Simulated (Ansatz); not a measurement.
# GaAs under load (space group R3m): band-edge transport data

```
CELL_PARAMETERS angstrom
     -0.02126     2.83003     2.83003
      2.83003    -0.02126     2.83003
      2.83003     2.83003    -0.02126
ATOMIC_POSITIONS crystal
  Ga 0.99948 0.99948 0.99948
  As 0.25052 0.25052 0.25052
```

Computed with r2SCAN with spin-orbit coupling, rigid bands (plane waves, PAW; Ansatz, a program for electronic structure). Condition of this run: biaxial stress in (111) of -1.2 GPa (compression positive) (the target of the relaxation). How the cell was made: cell and atoms relaxed with PBEsol, then loaded as said.

| Item | Result |
|---|---|
| band gap | 0.76 eV |
| electron conductivity mass (300 K, dilute) | 0.055 mₑ |
| hole conductivity mass (300 K, dilute) | 0.33 mₑ |
| effective density of states N_c (300 K) | 2.8e17 cm⁻³ |
| effective density of states N_v (300 K) | 5.5e18 cm⁻³ |
| density-of-states mass, electrons | 0.050 mₑ |
| density-of-states mass, holes | 0.36 mₑ |
| Seebeck coefficient, n-type 1e19 cm⁻³, 300 K | -47 μV/K |
| Seebeck coefficient, p-type 1e19 cm⁻³, 300 K | 226 μV/K |

Rigid bands; masses and Seebeck coefficients take one relaxation time τ for all states and one kind of carrier; polarons and phonon drag are left out. Geometry: cell and atoms relaxed with PBEsol.
